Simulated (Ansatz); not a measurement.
The starting structures come from a database of crystals and need not be the phases stable at ambient conditions.

Inside the gap of an insulator the Bloch states are evanescent, with a wavenumber k + iκ along the transport direction.

Consider the following.

```
ZnPS3
1.0
    5.92680    -0.00047     0.00061
    0.97846     6.59393    -0.17254
    2.96370    -1.18810     4.99319
Zn P S
2 2 6
Direct
  0.33258   0.00000   0.33258
  0.66742   0.00000   0.66742
  0.05752   0.82720   0.94248
  0.94248   0.17280   0.05752
  0.41665   0.74735   0.91654
  0.58335   0.25265   0.08346
  0.91654   0.25265   0.41665
  0.08346   0.74735   0.58335
  0.25040   0.25110   0.74960
  0.74960   0.74890   0.25040
```

Space group of this cell: C2/m. The cell was relaxed by PBE-D3(BJ); by r2SCAN its mean pressure is 0.7 GPa.

Transport runs along the normal of the first two printed cell vectors.

The gap is the functional's own. No spin-orbit coupling. Mid-gap values are interpolated on the energy grid.

Q: State the band gap and the smallest decay constant κ at mid-gap according to r2SCAN run with Ansatz (a quantum-chemistry and plane-wave program).

A: Gap 2.55 eV on a 6×6×6 mesh; κ = 0.209 1/Å, at the zone centre.
